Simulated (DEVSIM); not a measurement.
Structure: abrupt GaAs n-p junction, at 300 K.

| layer (left to right) | material | thickness (μm) | Nd (cm⁻³) | Na (cm⁻³) | τn (s) | τp (s) |
|---|---|---|---|---|---|---|
| 1 | GaAs | 4.80 | 1.6e16 | - | 2e-8 | 2e-8 |
| 2 | GaAs | 26.0 | - | 2.5e17 | 2e-8 | 2e-8 |

Left contact: ohmic. Right contact: ohmic. Voltage is applied to the left contact. Recombination: SRH at mid-gap, radiative. Mobility is constant in doping.

This is a model device: material constants are rounded textbook-type values typed into the input, and sizes, dopings and lifetimes were drawn at random. Values at 300 K.

```tsv
parameter	GaAs
gap (eV)	1.424
affinity (eV)	4.07
permittivity	12.9
Nc (cm⁻³)	4.7e17
Nv (cm⁻³)	9e18
μn (cm²/Vs)	8500
μp (cm²/Vs)	400
B (cm³/s)	2e-10
```

DEVSIM, 1D drift-diffusion, Boltzmann statistics, complete ionisation; no tunnelling, impact ionisation, image-force lowering or self-heating.

The doping Nd of layer 1 was swept, all else fixed.

```csv
doping Nd of layer 1 (cm^-3),dark forward voltage at 100 A/cm² (V),potential step across the device at zero bias (V),dark forward voltage at 1 A/cm² (V),largest field in the device at zero bias (V/cm)
4.8e14,1.175,1.153,0.976,28000
1.6e15,1.178,1.184,?,?
4.8e15,1.184,1.213,1.027,43000
1.6e16,1.193,1.244,1.053,71000
4.8e16,1.202,1.272,1.070,120000
1.6e17,1.210,1.304,1.081,190000
```

Question: Fill in the missing entries.

Answer: 
- 1.6e15, dark forward voltage at 1 A/cm² (V): 1.002
- 1.6e15, largest field in the device at zero bias (V/cm): 32000
